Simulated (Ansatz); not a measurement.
Take TiO$_{2}$ in the anatase structure (space group I4_1/amd, No. 141; a = 3.770 Å, c = 9.552 Å) as the base.

Method: PBEsol (Ansatz, a first-principles code; PAW; 420 eV plane waves; no spin-orbit coupling).

One change was made to it. Results:

| quantity | base | after |
|---|---|---|
| width of the top valence band | 0.84 eV | 0.99 eV |
| band gap | 2.11 eV | 2.00 eV |
| lattice parameter a | 3.770 Å | 3.746 Å |

Question: Which of these changes matches the shifts?
A. pressure 10 GPa
B. pressure −2 GPa
C. pressure 0.3 GPa
D. pressure 5 GPa
E. pressure −1 GPa

Answer: A, pressure 10 GPa. For comparison, the band gap in the other runs: pressure −2 GPa gives 2.12 eV; pressure 5 GPa gives 2.06 eV; pressure −1 GPa gives 2.11 eV; pressure 0.3 GPa gives 2.11 eV.

Load acts through the strain it causes; cell and atoms are relaxed under it. Whether these cells are dynamically stable was not tested. Competing high-pressure phases were not computed. The base started in C2/c and relaxed to I4_1/amd at this level. All final runs are without spin polarisation.
